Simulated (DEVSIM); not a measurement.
System: illuminated GaSb p-on-n cell, one wavelength, at 300 K.

```
layer (left to right)  material  thickness (μm)  Nd (cm⁻³)  Na (cm⁻³)  τn (s)  τp (s)  absorption coefficient (cm⁻¹)
---------------------  --------  --------------  ---------  ---------  ------  ------  -----------------------------
1                          GaSb           0.110          -     6.6e17  1.9e-8  2.3e-9                           7800
2                          GaSb            1.70     6.2e15          -  2.7e-8  2.7e-8                           7800
```

Left contact: ohmic, minority electron recombination velocity 1e5 cm/s. Right contact: ohmic, minority hole recombination velocity 2e5 cm/s. Voltage is applied to the left contact. Recombination: SRH at mid-gap, radiative, Auger. Light enters at the left, 2.7e17 photons cm⁻² s⁻¹, one pass, no reflection. Mobility is constant in doping.

The device is made up for the run: typed textbook-type constants, with dimensions and the other settings drawn at random. Values at 300 K.

| parameter | GaSb |
|---|---|
| gap (eV) | 0.726 |
| affinity (eV) | 4.06 |
| permittivity | 15.7 |
| Nc (cm⁻³) | 2.1e17 |
| Nv (cm⁻³) | 1.8e19 |
| μn (cm²/Vs) | 5000 |
| μp (cm²/Vs) | 850 |
| B (cm³/s) | 1e-10 |
| Cn (cm⁶/s) | 5e-30 |
| Cp (cm⁶/s) | 5e-30 |

Model (solved in DEVSIM): 1D drift-diffusion, Boltzmann statistics, complete ionisation; no tunnelling, impact ionisation, image-force lowering or self-heating.

Problem. Tabulate band edges, carrier densities and field at -2.0 V on the left contact, in the dark.

Solution. Energies count from the Fermi level of the right contact; mesh points crowd at the junctions.

```json
[
 {"x (μm)": "0.000", "Ec (eV)": "2.640", "Ev (eV)": "1.915", "n (cm⁻³)": "29000", "p (cm⁻³)": "6.6e17", "field (V/cm)": "≈ 0"},
 {"x (μm)": "0.01234", "Ec (eV)": "2.640", "Ev (eV)": "1.915", "n (cm⁻³)": "25000", "p (cm⁻³)": "6.6e17", "field (V/cm)": "≈ 0"},
 {"x (μm)": "0.02814", "Ec (eV)": "2.640", "Ev (eV)": "1.915", "n (cm⁻³)": "21000", "p (cm⁻³)": "6.6e17", "field (V/cm)": "≈ 0"},
 {"x (μm)": "0.04837", "Ec (eV)": "2.640", "Ev (eV)": "1.915", "n (cm⁻³)": "15000", "p (cm⁻³)": "6.6e17", "field (V/cm)": "≈ 0"},
 {"x (μm)": "0.07668", "Ec (eV)": "2.640", "Ev (eV)": "1.914", "n (cm⁻³)": "7300", "p (cm⁻³)": "6.5e17", "field (V/cm)": "-390"},
 {"x (μm)": "0.09362", "Ec (eV)": "2.637", "Ev (eV)": "1.911", "n (cm⁻³)": "3100", "p (cm⁻³)": "5.7e17", "field (V/cm)": "-6700"},
 {"x (μm)": "0.1068", "Ec (eV)": "2.608", "Ev (eV)": "1.883", "n (cm⁻³)": "1300", "p (cm⁻³)": "1.9e17", "field (V/cm)": "-46000"},
 {"x (μm)": "0.1235", "Ec (eV)": "2.510", "Ev (eV)": "1.784", "n (cm⁻³)": "1500", "p (cm⁻³)": "4.2e15", "field (V/cm)": "-59000"},
 {"x (μm)": "0.1444", "Ec (eV)": "2.389", "Ev (eV)": "1.663", "n (cm⁻³)": "15000", "p (cm⁻³)": "3.9e13", "field (V/cm)": "-57000"},
 {"x (μm)": "0.1768", "Ec (eV)": "2.208", "Ev (eV)": "1.482", "n (cm⁻³)": "270000", "p (cm⁻³)": "3.6e10", "field (V/cm)": "-55000"},
 {"x (μm)": "0.2268", "Ec (eV)": "1.944", "Ev (eV)": "1.218", "n (cm⁻³)": "870000", "p (cm⁻³)": "3.5e7", "field (V/cm)": "-51000"},
 {"x (μm)": "0.3417", "Ec (eV)": "1.403", "Ev (eV)": "0.678", "n (cm⁻³)": "2600000", "p (cm⁻³)": "3.2e7", "field (V/cm)": "-43000"},
 {"x (μm)": "0.4819", "Ec (eV)": "0.873", "Ev (eV)": "0.146", "n (cm⁻³)": "6000000", "p (cm⁻³)": "2.7e7", "field (V/cm)": "-33000"},
 {"x (μm)": "0.6987", "Ec (eV)": "0.328", "Ev (eV)": "-0.398", "n (cm⁻³)": "6.5e11", "p (cm⁻³)": "1.1e7", "field (V/cm)": "-17000"},
 {"x (μm)": "1.117", "Ec (eV)": "0.092", "Ev (eV)": "-0.634", "n (cm⁻³)": "6.0e15", "p (cm⁻³)": "3.7e7", "field (V/cm)": "-160"},
 {"x (μm)": "1.371", "Ec (eV)": "0.091", "Ev (eV)": "-0.635", "n (cm⁻³)": "6.2e15", "p (cm⁻³)": "8.6e7", "field (V/cm)": "≈ 0"},
 {"x (μm)": "1.535", "Ec (eV)": "0.091", "Ev (eV)": "-0.635", "n (cm⁻³)": "6.2e15", "p (cm⁻³)": "1.2e8", "field (V/cm)": "≈ 0"},
 {"x (μm)": "1.641", "Ec (eV)": "0.091", "Ev (eV)": "-0.635", "n (cm⁻³)": "6.2e15", "p (cm⁻³)": "1.4e8", "field (V/cm)": "≈ 0"},
 {"x (μm)": "1.728", "Ec (eV)": "0.091", "Ev (eV)": "-0.635", "n (cm⁻³)": "6.2e15", "p (cm⁻³)": "1.6e8", "field (V/cm)": "≈ 0"},
 {"x (μm)": "1.766", "Ec (eV)": "0.091", "Ev (eV)": "-0.635", "n (cm⁻³)": "6.2e15", "p (cm⁻³)": "1.6e8", "field (V/cm)": "≈ 0"},
 {"x (μm)": "1.790", "Ec (eV)": "0.091", "Ev (eV)": "-0.635", "n (cm⁻³)": "6.2e15", "p (cm⁻³)": "1.7e8", "field (V/cm)": "≈ 0"},
 {"x (μm)": "1.810", "Ec (eV)": "0.091", "Ev (eV)": "-0.635", "n (cm⁻³)": "6.2e15", "p (cm⁻³)": "1.7e8", "field (V/cm)": "≈ 0"}
]
```
